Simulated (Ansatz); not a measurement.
Take Ti in the hcp (Mg type) structure (space group P6_3/mmc, No. 194; a = 2.9359 Å, c = 4.6364 Å) as the base.

Method: r2SCAN (Ansatz, a quantum-chemistry and plane-wave program), without spin-orbit coupling.

Base values:

The c/a ratio is 1.579. The lattice parameter a comes out as 2.936 Å.

One thing is altered: Mn takes the place of Ti on all its sites, then cell and atoms are relaxed.

Tabulated Pauling electronegativity and covalent radius: Ti 1.54, 1.60 Å; Mn 1.55, 1.39 Å.

Question: What happens to the c/a ratio?

Answer: The c/a ratio goes up by 0.045 to 1.624.

Question: What happens to the lattice parameter a?

Answer: The lattice parameter a shrinks by 0.481 Å, from 2.936 Å to 2.455 Å.

Whether these cells are dynamically stable was not tested. For Mn in this form, whether it has been made was not checked. Starting moments died away, wholly or in part, for Ti → Mn; another magnetic solution may exist. All final runs are without spin polarisation. This is not the structure that Mn has at room temperature and ambient pressure.
